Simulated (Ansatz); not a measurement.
The parent structure is BeS in the zinc blende structure (space group F-43m, No. 216; a = 4.876 Å).

The change: a hydrostatic pressure of 5 GPa.

Levels (all Ansatz, a quantum-chemistry and plane-wave program, PAW): PBE (420 eV, no spin-orbit coupling); r2SCAN (500 eV, no spin-orbit coupling); HSE06 (420 eV, no spin-orbit coupling); PBE+SOC (420 eV, spin-orbit coupling included).

One geometry, relaxed with PBE, under each level:

Notes on the quantities. hole mass: degenerate bands, along [100].

The valence-band top lists the three highest levels at Γ (Kramers pairs under SOC), from the VBM.

```json
[
 {"level": "PBE", "band gap": "3.03 eV", "lowest conduction level above the VBM at special points": "X 3.03 eV; U 4.32 eV; K 4.32 eV; L 5.58 eV", "valence-band top at Γ": "0.00, 0.00, 0.00 eV", "electron mass": "0.82 mₑ along k, 0.28 mₑ across (at X)", "hole mass": "0.34, 0.54, 0.54 mₑ (at Γ)", "pressure": "5.02 GPa"},
 {"level": "r2SCAN", "band gap": "3.49 eV", "lowest conduction level above the VBM at special points": "X 3.49 eV; U 4.79 eV; K 4.79 eV; L 6.19 eV", "valence-band top at Γ": "–", "electron mass": "0.78 mₑ along k, 0.28 mₑ across (at X)", "hole mass": "0.35, 0.54, 0.54 mₑ (at Γ)", "pressure": "4.72 GPa"},
 {"level": "HSE06", "band gap": "?", "lowest conduction level above the VBM at special points": "?", "valence-band top at Γ": "–", "electron mass": "–", "hole mass": "–", "pressure": "–"},
 {"level": "PBE+SOC", "band gap": "3.00 eV", "lowest conduction level above the VBM at special points": "X 3.00 eV; U 4.28 eV; K 4.28 eV; L 5.55 eV", "valence-band top at Γ": "0.00, 0.00, -0.10 eV", "electron mass": "0.82 mₑ along k, 0.28 mₑ across (at X)", "hole mass": "0.39, 0.54 mₑ (at Γ)", "pressure": "5.02 GPa"}
]
```

Give the withheld HSE06 results.


- HSE06, band gap: 3.98 eV
- HSE06, lowest conduction level above the VBM at special points: X 3.98 eV; U 5.34 eV; K 5.34 eV; Γ 6.85 eV

Single points use the geometry relaxed with PBE. Their cutoffs differ, which shifts pressures a little. The hybrid gap comes from the SCF mesh plus the semilocal run's edge points and a few special points and is an upper bound. Differences between runs with and without spin-orbit coupling are approximate. Load acts through the strain it causes; cell and atoms are relaxed under it. Masses are band curvatures over ±0.01 Å⁻¹ around the edge. Along k means along the line from Γ to the band edge. No phonon test of stability was made. Competing high-pressure phases were not computed.
